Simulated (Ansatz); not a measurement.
The starting structures come from a database of crystals and need not be the phases stable at ambient conditions.

Tunnelling through a barrier is set by its complex band structure: the current falls as exp(−2κd) with the smallest κ.

Here is the system:

```
Cs2Pt
1.0
    5.80714     0.00000     0.00000
   -2.90357     5.02913     0.00000
    0.00000     0.00000     7.89729
Cs Pt
4 2
Direct
  0.66667   0.33333   0.25000
  0.33333   0.66667   0.75000
  0.00000   0.00000   0.00000
  0.00000   0.00000   0.50000
  0.66667   0.33333   0.75000
  0.33333   0.66667   0.25000
```

Space group of this cell: P6_3/mmc. The cell is taken as given.

Transport runs along the normal of the first two printed cell vectors, the (001) plane of the conventional cell.

The gap is the functional's own. No spin-orbit coupling. Mid-gap values are interpolated on the energy grid.

Question: Compute, with r2SCAN (Ansatz, a first-principles code), the band gap and the smallest decay constant κ at mid-gap.

Answer: Gap 2.06 eV on a 6×6×4 mesh; κ = 0.218 1/Å, at (0.167, 0.167) of the in-plane reciprocal vectors. At the zone centre, at the nearest computed energy, the slowest state has κ = 0.26 1/Å.
